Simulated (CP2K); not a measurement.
CP2K 2026.2, DFT, PBE, Gaussian and plane waves, DZVP-MOLOPT bases, GTH-PBE potentials: diamond-structure Si with 2 Ge on Si sites, atoms displaced (Si22Ge2), unrelaxed at the host's lattice constant, 24 atoms. Basis and mesh were picked for this test and aren't claimed converged.

```json
{
  "cell": "11.52, 7.68, 7.68 Å; 60, 60, 60°",
  "distance_to_the_nearest_atom": "2.27 to 2.34 Å",
  "SCF method": "diagonalisation with mixing (no OT or OUTER_SCF section)",
  "task": "scf",
  "basis": "Si=DZVP-MOLOPT-SR-GTH-q4 Ge=DZVP-MOLOPT-SR-GTH-q4",
  "GLOBAL/RUN_TYPE": "ENERGY_FORCE",
  "GLOBAL/PRINT_LEVEL": "LOW",
  "QS/METHOD": "GPW",
  "QS/EPS_DEFAULT": "1e-12",
  "MGRID/CUTOFF": "280 Ry",
  "MGRID/REL_CUTOFF": "50 Ry",
  "SCF/SCF_GUESS": "ATOMIC",
  "SCF/EPS_SCF": "1e-06",
  "SCF/MAX_SCF": "150",
  "SCF/DIAGONALIZATION/ALGORITHM": "STANDARD",
  "SCF/MIXING/METHOD": "BROYDEN_MIXING",
  "SCF/MIXING/ALPHA": "0.4",
  "SCF/MIXING/NBUFFER": "8",
  "SCF/ADDED_MOS": "11",
  "SCF/SMEAR/METHOD": "FERMI_DIRAC",
  "SCF/SMEAR/ELECTRONIC_TEMPERATURE": "[K] 300",
  "KPOINTS/SCHEME": "MONKHORST-PACK 2 2 2",
  "KPOINTS/GAMMA_CENTERED": "T",
  "GLOBAL/PREFERRED_DIAG_LIBRARY": "ELPA (default)",
  "SCF/MIXING/BETA": "0.5 (default)",
  "MGRID/NGRIDS": "4 (default)",
  "basis_functions": "312"
}
```

It runs on a single node (Intel Xeon 6 (Granite Rapids), 96 cores on 1 socket, 2 hardware threads a core, 3 L3 cache groups, 3 NUMA nodes).

Each time is the median wall time of two to five repeats, run one at a time on the otherwise empty machine; start-up is included. Unless noted, each process is bound to its own block of adjacent cores. Build: conda-forge: MPICH, OpenMP, OpenBLAS, FFTW, ScaLAPACK, ELPA, COSMA, DBCSR on BLAS. Other compilers and libraries give other times. Scratch files lie in a memory file system.

Measured:

```csv
cores,layout,wall time
1,1 rank,53.4 s
2,2 ranks,28.6 s
8,8 ranks,9.51 s
16,16 ranks,5.87 s
24,24 ranks,4.92 s
32,32 ranks,4.41 s
48,48 ranks,3.97 s
```

**Question.** Fit T(p) = s + w/p to these times and predict the runs with 4 ranks and with 64 ranks. How well does the fit hold?

**Answer.** A fit of relative deviations gives s = 2.83 s and w = 51.1 core-seconds; it misses the rows shown by at most 3 %.

| cores | layout | fit | measured | measured against fit |
|---|---|---|---|---|
| 4 | 4 ranks | 15.6 s | 16.0 s | +2 % |
| 64 | 64 ranks | 3.63 s | 3.80 s | +5 % |

Efficiency, counted from 1 core, stays above one half up to 16 cores and is 45 % at 24. The time no longer falls beyond 48 cores (4.0 s; the least measured is 3.8 s on 64, level within 8 % or the scatter of repeats). The share that grows most is that of start and exit outside the program's clock: from 2.1 % of the time on 1 core to 40 % on 96. The largest part on 96 cores, start and exit outside the program's clock, takes 1.1 s on 1 and 1.5 s there.
